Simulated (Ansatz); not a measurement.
The starting structures come from a database of crystals and need not be the phases stable at ambient conditions.

By PBEsol, the system below comes out a metal.

A figure of merit of an interconnect metal is its ballistic conductance per area.

Input:

```
CELL_PARAMETERS angstrom
      4.77941     0.00000     0.00000
      0.00000     9.10513     0.00000
      0.00000     4.55257     2.62843
ATOMIC_POSITIONS crystal
  W  0.75210 0.33203 0.33594
  W  0.24790 0.66797 0.66406
  W  0.75210 0.66797 0.33203
  W  0.24790 0.33203 0.66797
  W  0.75210 0.00000 0.33203
  W  0.24790 0.00000 0.66797
  C  0.00000 0.00000 0.00000
  C  0.50000 0.33333 0.00000
  C  0.50000 0.66667 0.00000
```

Space group of this cell: P-31m. The cell is taken as given; by PBEsol its mean pressure is -10.2 GPa.

The current flows along the normal of the first two printed cell vectors, the (110) plane of the conventional cell. No spin-orbit coupling; the value is a mean over 0.1 eV about the Fermi level.

Predict the ballistic conductance per area from Ansatz (a first-principles code) with PBEsol.

0.78 × 10¹⁵ S/m² for both spins.
